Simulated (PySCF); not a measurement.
PySCF 2.14.0, CCSD (frozen core)/cc-pvdz: 1,4-dioxane (C1COCCO1), 14 atoms. The geometry is a generated start, not checked to be a minimum at this level.

```yaml
task: ccsd
basis: cc-pvdz
two_electron_scheme: exact four-centre integrals
frozen_core: true
mf.init_guess: minao (default)
mf.DIIS: CDIIS (default)
mf.diis_space: 8 (default)
mf.conv_tol: 1e-09 (default)
basis functions (reference run): 124
```

On 4 threads, 1 BLAS thread. Build: conda-forge: OpenMP (GNU), OpenBLAS with its own threads, libcint, Libxc. Single runs; times are not shown.

Values of mol.max_memory tried: 8000 MB, 4000 MB, 2000 MB, 1000 MB, 500 MB, 300 MB, 200 MB.

Task: Which of these memory settings still run, and by which path?

Result: It runs down to 200 MB, the lowest tried, with the same result. At 8000 MB: SCF integrals in memory, transformation in memory. From 2000 MB down: SCF integrals in memory, transformation through a file. From 300 MB down: direct SCF, transformation through a file.

| mol.max_memory | path | peak memory |
|---|---|---|
| 8000 MB | SCF integrals in memory, transformation in memory | 1.5 GiB |
| 4000 MB | SCF integrals in memory, transformation in memory | 1.5 GiB |
| 2000 MB | SCF integrals in memory, transformation through a file | 1.6 GiB |
| 1000 MB | SCF integrals in memory, transformation through a file | 1.6 GiB |
| 500 MB | SCF integrals in memory, transformation through a file | 1.6 GiB |
| 300 MB | direct SCF, transformation through a file | 1.4 GiB |
| 200 MB | direct SCF, transformation through a file | 1.4 GiB |

Peak memory is the kernel's count for the largest process, libraries included and scratch files not. The peak passes the setting at 1000 MB, 500 MB, 300 MB, 200 MB: it is no hard cap.
